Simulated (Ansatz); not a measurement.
An Ansatz (an electronic-structure program) run: Sn with a change (pressure −2 GPa); PBE (Ansatz), scalar-relativistic without spin-orbit coupling.

Input:

Ansatz 0.2 input:
```yaml
crystal:
  lattice:
    - [0, 3.3618867929, 3.3618867929]
    - [3.3618867929, 0, 3.3618867929]
    - [3.3618867929, 3.3618867929, 0]
  atoms:
    - { symbol: Sn, position: [0, 0, 0] }
    - { symbol: Sn, position: [0.25, 0.25, 0.25] }
basis: { ecutwfc: 420, ecutrho_ratio: 4, xc_grid: 2, fft_grid_basis: typed }
kpoints: { mp_grid: { grid: [12, 12, 12] } }
hamiltonian:
  xc: pbe
  dispersion: none
  pseudopotentials: { kind: paw }
scf: { occupations: { method: fermi_dirac, width: 0.05 } }
relax: { f_tol: 0.01, max_steps: 60, cell: { stress_tol: 0.02, p_target: -2.0 } }
output: { forces: true, stress: true }
checkpoint: { write: state.ck, write_every: 1000 }
```

Output (explanatory and most iteration lines left out):

```
Relaxation: its limit of steps is 60 (relax.max_steps)
Pseudopotential: Sn, paw, valence charge 14
Crystal: 2 atoms, lattice volume = 75.994 Å³
Basis set: ecut = 420 eV, 1459 PW (Γ), exchange–correlation on 64×64×64 points (8 copies of the dense FFT grid, shifted against one another)
Bands: 18, of which v1, the nominal top of the filled ones, is band 14 counted from 1 (13 counted from 0)
Symmetry: 48 space group operations
Space group: Fd-3m (ITA 227), of the structure as read, at distance tolerance 4.2e-5 Å
k-points: 72 of 1728
Functional: x = pbe(κ = 0.804, μ = 0.2195149727645171), c = pbe(β = 0.06672455060314922)
SCF iter   1: F=—  HF=-12048.419047 eV  |F-HF|=—  |Δ(HF+E_count)|=         —  Δρ=8.84e-4  dr2=1.21e-3  ethr=1.77e-3  ⟨swp⟩=6.1  Hψ=6831  notcnv=0
SCF iter   2: F=—  HF=-12048.418011 eV  |F-HF|=—  |Δ(HF+E_count)|=   1.04e-3  Δρ=6.60e-4  dr2=9.33e-4  ethr=4.33e-6  ⟨swp⟩=2.0  Hψ=2757  notcnv=0
SCF 1 converged in 6 iterations: F = -12048.418291 eV  dr2 = 4.79e-8
relax step   1: F+E_penalty+E_count = -12048.41829112 eV  Δ(F+E_penalty+E_count) = +0.000e0 eV  max|allowed force component| = 1.446e-19 eV/Å  Δτ_max = 0.0000 Å  P = -1.013 GPa  Ω = 75.994 Å³  (6 SCF iters, dr2 threshold 1.00e-7 eV, accepted)
[... steps on the carried basis left out ...]
relax step   4: F+E_penalty+E_count = -12048.39232722 eV  Δ(F+E_penalty+E_count) = -3.376e-4 eV  max|allowed force component| = 2.313e-17 eV/Å  Δτ_max = 0.0000 Å  P = -2.003 GPa  Ω = 78.721 Å³  stress off target by 3.31e-3 GPa  SCF on the basis re-selected at this cell (its energy is not comparable with the rows above)  (6 SCF iters)
SCF converged after 6 iterations
Free energy (F): -12048.392327 eV
Internal energy: -12048.390390 eV  (E = F + TS)
E sigma→0 (E₀):  -12048.391359 eV
Entropy (-TS):   -0.001937 eV (-0.969 meV/atom)
Fermi energy:    6.119837 eV
--- Forces (eV/Å), atoms counted from 1 ---
  atom   1  Sn     0.00000000     0.00000000     0.00000000
  atom   2  Sn     0.00000000     0.00000000     0.00000000
--- Stress (GPa, compression-positive) ---
       -2.003314       0.000000      -0.000000
       -0.000000      -2.003314       0.000000
       -0.000000      -0.000000      -2.003314
  P = ⅓ Tr σ = -2.0033 GPa (-20.033 kbar)
--- Relaxed structure (3 steps of the walk, 3 accepted, 1 SCFs on fresh bases) ---
  cell:  # Å, volume = 78.7209 Å³
    - [6.767290981189438e-36, 3.4016268498254987, 3.4016268498254987]
    - [3.4016268498254987, 1.0469397223840158e-34, 3.4016268498254987]
    - [3.4016268498254987, 3.4016268498254987, -9.792668125721215e-35]
  atoms:
    - { symbol: Sn, position: [-3.6848781339182646e-35, 1.7753056596610257e-35, -1.2979125410967166e-35] }
    - { symbol: Sn, position: [0.25, 0.25, 0.25] }
```

Load acts through the strain it causes; cell and atoms are relaxed under it. Whether these cells are dynamically stable was not tested. The cell was made from Sn in the diamond structure (space group Fd-3m, No. 227) by this change: pressure −2 GPa.
